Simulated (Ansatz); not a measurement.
## LaPt (Cmcm, No. 63; structure not from a measured cell)

Method: LDA (Ansatz, an electronic-structure program, plane waves, PAW).

Settings: plane-wave cutoff 500 eV, 14×14×12 k mesh (along the axes of the cell as run), Fermi–Dirac smearing 0.1 eV, scalar-relativistic PAW data made under PBE.

Cell: relaxed at this level.

```json
{
  "equilibrium_volume_per_atom": "23.75 Å³/atom",
  "band_gap": "none"
}
```

Note: the relaxation could not lower the start's symmetry, so the cell can be a saddle point above a distorted one.

Spin–orbit coupling is not included.

Computed values are for the static lattice.

The result took very roughly 12 core-minutes.
